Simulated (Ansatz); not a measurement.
## SiRh₂ (Pnma, No. 62; cell taken from a computed entry)

These are r²SCAN-D4 in Ansatz (PAW) values and carry that method's errors.

Numerical settings: plane-wave cutoff 500 eV, 8×10×6 k mesh (along the axes of the cell as run), Fermi–Dirac smearing 0.05 eV, no spin polarisation, scalar-relativistic PAW data made under PBE.

Cell (relaxed at this level):

```
CELL_PARAMETERS angstrom
      5.41865     0.00000     0.00000
      0.00000     3.91182     0.00000
      0.00000     0.00000     7.35611
ATOMIC_POSITIONS crystal
  Si 0.27823 0.25000 0.89387
  Si 0.72177 0.75000 0.10613
  Si 0.22177 0.75000 0.39387
  Si 0.77823 0.25000 0.60613
  Rh 0.52677 0.75000 0.80281
  Rh 0.47323 0.25000 0.19719
  Rh 0.97323 0.25000 0.30281
  Rh 0.02677 0.75000 0.69719
  Rh 0.84047 0.25000 0.93022
  Rh 0.15953 0.75000 0.06978
  Rh 0.65953 0.75000 0.43022
  Rh 0.34047 0.25000 0.56978
```

```yaml
band_gap: zero (no gap)
```

Note: the relaxation could not lower the start's symmetry, so the cell can be a saddle point above a distorted one.

Spin–orbit coupling is not included.

Computed values are for the static lattice.

The result took roughly 9 core-minutes.

Ansatz is a first-principles code.
